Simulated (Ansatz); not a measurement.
# Mg2Sn: response to strain

The reference is Mg2Sn (space group Fm-3m, No. 225; a = 6.6638 Å; relaxed with 0.1 eV smearing). Axes: x, y, z lie along the cube axes.

Strains are applied to the cell and any free atomic positions relax.

The values are results of LDA, PAW, 420 eV (Ansatz, an electronic-structure program; no SOC), not measurements.

Notes on the quantities. energy relative to the base: free energy F.

| uniaxial strain ε_zz (%) | energy relative to the base (meV/atom) |
|---|---|
| 0 | 0.0 |
| 0.5 | 0.1 |
| 1 | 0.6 |
| 1.5 | ? |
| 2 | 2.4 |
| 2.5 | 3.7 |
| 3 | 5.3 |

Question: Fit ΔE = Aε² + Bε³ (ε in %) to the rows shown and predict the withheld row.

Answer: Least squares on the printed values gives A = 0.612 and B = -0.0075 meV/atom (largest residual 0.1 meV/atom); this predicts 1.4 meV/atom, and the run gives 1.3 meV/atom, in agreement.

Stability against distortions was not tested.
